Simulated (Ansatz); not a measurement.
Short convergence ladders for VRu (P4mm, 2 atoms in the cell)

```yaml
crystal:
  lattice:
    - [3.01184, 0.00000, 0.00000]
    - [0.00000, 3.01184, 0.00000]
    - [0.00000, 0.00000, 3.01184]
  atoms:
    - { symbol: V, position: [0.50000, 0.50000, 0.51660], spin: 2.0 }
    - { symbol: Ru, position: [0.00000, 0.00000, 0.00000] }
```
(The spins are starting values, not results.)

Base method: LDA (PW92), default PAW files made with PBE (plane waves; Ansatz, a first-principles code).

Base settings: basis.ecutwfc = 420 eV; kpoints.mp_grid.grid = 9 9 9; hamiltonian.xc = lda; hamiltonian.pseudopotentials = {kind: paw} (the program's default PAW files); magnetization.spin_polarized = true; scf.occupations.method = gaussian; scf.occupations.width = 0.1 eV.

The count of work is k-points × plane waves × bands × iterations; it is no time. Core times come from one kind of shared machine, to one figure; runs under 30 s give none.

**The cutoff for other potential files**

Level: DFT, LDA (PW92), plane waves, harder PAW files (source: ansatz) made with PBE.

In this ladder: hamiltonian.pseudopotentials = {kind: paw, source: ansatz}.

The second cell is the first with its lattice scaled by 0.98.

The mesh stays at the base's, so the ladder's end is converged at best in this setting alone.

The first pressure column holds Ansatz's estimate of the finite-basis (Pulay) stress, which hides part of the cutoff error; the other is without it.

Only quantities that move along the ladder and can be compared are tabulated.

| basis.ecutwfc | free energy less the last step's (meV/atom) | energy of the compressed cell less the first (meV/atom) | pressure (GPa) | pressure without the Pulay estimate (GPa) | largest difference of a force vector from the last step's (eV/Å) | count of work / last | core time / last (rough) |
|---|---|---|---|---|---|---|---|
| 380 eV | 4429.87 | -87.27 | -14.73 | -245.70 | 0.335 | 0.30 | – |
| 460 eV | 984.42 | -46.52 | -15.78 | -82.68 | 0.118 | 0.13 | – |
| 590 eV | 80.33 | -45.37 | -16.05 | -23.42 | 0.004 | 0.22 | – |
| 715 eV | 8.02 | -43.91 | -15.89 | -16.49 | 0.000 | 0.28 | – |
| 840 eV | 3.27 | -43.89 | -15.89 | -15.95 | 0.000 | 0.35 | – |
| 1010 eV | 2.24 | -43.89 | -15.89 | -15.94 | 0.000 | 0.45 | 0.5 |
| 1260 eV | 0.97 | -43.89 | -15.89 | -15.92 | 0.000 | 0.64 | 0.6 |
| 1680 eV | 0.00 | -43.89 | -15.89 | -15.91 | 0.000 | 1.0 | 1 |

Coarsest basis.ecutwfc that holds the energy of the compressed cell less the first within 2 meV/atom of the last step, with all finer ones: 590 eV, at 0.22 of the last step's count of work; the step before is off by 2.6 meV/atom.

Coarsest basis.ecutwfc that holds the pressure within 0.05 GPa of the last step, with all finer ones: 715 eV, at 0.28 of the last step's count of work; the step before is off by 0.16 GPa.

Coarsest basis.ecutwfc that holds the free energy within 5 meV/atom of the last step, with all finer ones: 840 eV, at 0.35 of the last step's count of work; the step before is off by 8.0 meV/atom.

The energy difference between the two cells stays within 1 meV/atom of the last step's from 715 eV on, the total only from 1260 eV on: much of the error is common to both cells and cancels.

At the lowest cutoff the pressure without the Pulay estimate lies 230 GPa under the last step's, the usual sign of Pulay stress in an incomplete plane-wave basis.

**The relaxed cell against the cutoff**

On VRu (Pm-3m, 2 atoms in the cell): atoms on their sites.

In this ladder: relax = cell and atoms.

The mesh stays at the base's, so the ladder's end is converged at best in this setting alone.

Only quantities that move along the ladder and can be compared are tabulated.

```csv
basis.ecutwfc,relaxed volume (Å³/atom),relaxation steps
210 eV,12.576,30
250 eV,12.960,22
295 eV,12.825,15
355 eV,12.819,8
420 eV,12.818,6
505 eV,12.816,6
630 eV,12.816,6
840 eV,12.816,6
```

Coarsest basis.ecutwfc that holds the relaxed volume within 0.026 Å³/atom of the last step, with all finer ones: 295 eV; the step before is off by 0.14 Å³/atom.

At the lowest cutoff the cell relaxes to a volume 1.9 % smaller than at the highest. Ansatz relaxes on a stress corrected for the finite basis.

On the base run: the starting cell comes from a database of computed structures (which also holds hypothetical and non-ambient phases and stackings), without a prior relaxation at this level. Its lattice was rescaled by up to half a per cent. One atom was moved a little off its site on purpose. The moments shrank to a small part of their start, a low-spin state that need not be the lowest.

Keys are those of Ansatz 0.2.
